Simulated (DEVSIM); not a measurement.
System: Ti/SiO2/p-Si capacitor, at 300 K.

Layer 1 from the left is SiO2, thickness (nm) 2.30. Layer 2 from the left is Si, thickness (nm) 13000, Na (cm⁻³) 2.1e14.

Metal gate on the left, work function 4.33 eV. Fixed charge at the semiconductor interface -1.9e10 cm⁻² (in units of +e); no interface traps.

This is a model device: material constants are rounded textbook-type values typed into the input, and sizes, dopings and lifetimes were drawn at random. Values at 300 K.

SiO2: gap (eV) 9, affinity (eV) 0.9, permittivity 3.9. Si: gap (eV) 1.124, affinity (eV) 4.05, permittivity 11.7, Nc (cm⁻³) 2.86e19, Nv (cm⁻³) 3.1e19.

Estimate by hand the flat-band voltage, the threshold voltage, and compare with a numerical solution.


- Flat-band voltage: C = 1.50 μF/cm², work-function difference -0.536 V; VFB = φms − qNf/C = -0.53 V; numerical -0.53 V.
- Threshold voltage: φF = 0.255 V, depletion charge √(4εqNφF) = 5.97e-9 C/cm²; VT = VFB + 2φF + Qd/C = -0.02 V; numerical -0.02 V.

Simulated with DEVSIM: 1D Poisson equation in equilibrium, Boltzmann statistics, complete ionisation; no quantum confinement or tunnelling. Metal contacts follow the ideal Schottky-Mott rule: no Fermi-level pinning, no interface dipoles.
